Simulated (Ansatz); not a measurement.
Consider MoSi₂ (space group I4/mmm, No. 139; a = 3.190 Å, c = 7.821 Å).

Method: PBEsol (Ansatz, a quantum-chemistry and plane-wave program; PAW; 420 eV plane waves; without spin-orbit coupling).

Base values:

The volume per atom comes out as 13.27 Å³ and the c/a ratio is 2.451.

One thing is altered: cell and atoms relaxed at a pressure of 10 GPa.

**Question.** How does this affect the volume per atom?

**Answer.** The volume per atom decreases by 0.541 Å³ (13.27 Å³ → 12.72 Å³).

**Question.** What does the calculation give for the c/a ratio after the change?

**Answer.** The c/a ratio rises by 0.007 to 2.458.

Load acts through the strain it causes; cell and atoms are relaxed under it. Whether these cells are dynamically stable was not tested. No other phases were tried under pressure. The final runs are not spin-polarised.
